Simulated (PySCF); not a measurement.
PySCF 2.14.0, unrestricted BP86/def2-svp, df: In(F) cation ([F][In]), charge +1, multiplicity 2, 2 atoms. The geometry is a generated start, not checked to be a minimum at this level.

- task: energy
- method: bp86
- basis: def2-svp
- two-electron scheme: density fitting
- mol.max_memory: 3000 MB
- mf.max_cycle: 100
- mf.init_guess: minao (default)
- mf.DIIS: CDIIS (default)
- mf.diis_space: 8 (default)
- mf.conv_tol: 1e-09 (default)
- mf.grids.level: 3 (default)
- effective core potentials: those of the basis set, past Kr
- basis functions: 40
- grid points: 36136

```xyz
2

In    -0.5135    -0.4723    -0.7318
F      0.5135     0.4723     0.7318
```

Charge 1 and multiplicity 2 are set for this test and not shown to be the ground state.

One run each on 2 threads, 1 BLAS thread. Values of level_shift (Hartree) tried: 0 (default), 0.1, 0.3, 1.

Question: Predict the course of the Fock builds along this series.

Answer: Fewest Fock builds, within one of each other: 0 (default) with 14, 0.1 with 13. The count rises to 74 at 1. All converge to one solution.

| level_shift (Hartree) | Fock builds | end |
|---|---|---|
| 0 (default) | 14 | same solution |
| 0.1 | 13 | same solution |
| 0.3 | 26 | same solution |
| 1 | 74 | same solution |
